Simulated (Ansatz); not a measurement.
# AlOs in the CsCl type structure (space group Pm-3m, No. 221; a cell from a computed database, its experimental status unchecked)

```
AlOs
1.0
    2.99276     0.00000     0.00000
    0.00000     2.99276     0.00000
    0.00000     0.00000     2.99276
Al Os
1 1
Cartesian
  0.00000   0.00000   0.00000
  1.49638   1.49638   1.49638
```

Method: PBEsol, PAW, 420 eV (Ansatz, a first-principles code; spin-orbit coupling left out). k-mesh 15×15×15 (Γ-centred); smearing 0.05 eV (Fermi–Dirac).

```yaml
volume_per_atom: 13.40 Å³
density: 13.46 g/cm³
band_gap: zero
total_energy: -5888.159 eV/atom (σ→0; compares only within this code and set-up)
```

Stability against distortions was not tested. All final runs are without spin polarisation.
